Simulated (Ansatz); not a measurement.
**Carrier doping in AlAs**

Base system: AlAs in the wurtzite structure (space group P6_3mc, No. 186; a = 4.0033 Å, c = 6.5805 Å; a model cell, its experimental status unchecked).

Carriers are added at fixed cell with a uniform background; the Fermi–Dirac width is that of 300 K.

Level of theory: PBEsol (Ansatz, an electronic-structure program; PAW; 420 eV plane waves; spin-orbit coupling left out), earlier PAW set.

Notes on the quantities. Fermi level from band edge: Fermi level relative to the doped band's edge (positive inside the band; to 0.05 eV).

```
variant                   Fermi level from band edge  gap between the host's bands
------------------------  --------------------------  ----------------------------
undoped                                            –                       1.64 eV
electrons 1.0×10^21 cm⁻³                    +0.15 eV                       1.62 eV
electrons 7.0×10^21 cm⁻³                    +0.60 eV                       1.55 eV
electrons 1.0×10^22 cm⁻³                    +0.80 eV                       1.51 eV
holes 1.0×10^21 cm⁻³                             [?]                           [?]
holes 7.0×10^21 cm⁻³                        +0.75 eV                       1.83 eV
holes 1.0×10^22 cm⁻³                        +0.85 eV                       1.90 eV
```

Question: What belongs in the blanks?

Answer: 
- holes 1.0×10^21 cm⁻³, Fermi level from band edge: +0.25 eV
- holes 1.0×10^21 cm⁻³, gap between the host's bands: 1.66 eV

Carriers are added with a uniform compensating background; total energy and stress of such cells depend on the potential's zero and are not compared; many-body gap narrowing is missing at this level. Whether these cells are dynamically stable was not tested. This is not the structure that AlAs has at room temperature and ambient pressure.
